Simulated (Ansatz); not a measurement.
Seebeck coefficient (μV/K, mean over directions) of n-type Mg2Ge (Fm-3m) against carrier density, HSE06, rigid bands run with Ansatz (a first-principles code). Computed gap 0.51 eV; densities at which minority carriers matter at this gap, or further valleys turn the trend, are left out. Conductivity mass 0.26 mₑ (harmonic mean over directions), N_c = 1.1e19 cm⁻³ at 300 K.

```csv
electron density,300 K,500 K
3e18 cm⁻³,-324,-396
1e19 cm⁻³,-226,…
3e19 cm⁻³,…,-208
1e20 cm⁻³,-81,-129
3e20 cm⁻³,-49,…
1e21 cm⁻³,-31,-52
```

What belongs in the gaps?


- 1e19 cm⁻³, 500 K: -295
- 3e19 cm⁻³, 300 K: -146
- 3e20 cm⁻³, 500 K: -82

Rigid bands with a gap fixed in temperature, one relaxation time for all states, no polarons or phonon drag, and whether or not such doping can be reached. Spin-orbit coupling is left out. Geometry: cell and atoms relaxed with PBEsol.
